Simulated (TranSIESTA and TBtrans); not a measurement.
Run with TranSIESTA and TBtrans (open boundaries, self-consistent; PseudoDojo norm-conserving potentials, scalar-relativistic): PAO.BasisSize DZP, PAO.EnergyShift 0.15 eV, XC.Authors PBE, Mesh.Cutoff 200 Ry, ElectronicTemperature 300 K, TS.Voltage 0.0 eV, TBT.Elecs.Eta 0.001 eV, no spin polarisation.

System: In chain with one S atom inserted. Leads: straight In chain, spacing 2.9 Å. Geometry: 3 atoms about the centre moved by SIESTA (PBE, DZP) to a largest force of 0.02 eV/Å, all others as built, motion along the axis alone.

Predict: conductance at 300 K (G0 = 2e²/h); thermopower (μV/K); mean T from −0.5 to 0.5 eV.

conductance at 300 K (G0 = 2e²/h): 1.38; thermopower (μV/K): -6.7; mean T from −0.5 to 0.5 eV: 1.07. The straight chain is held at its spacing; free chains may zigzag or dimerise. No spin-polarised start was tried, so a magnetic state, if there is one, is missed.
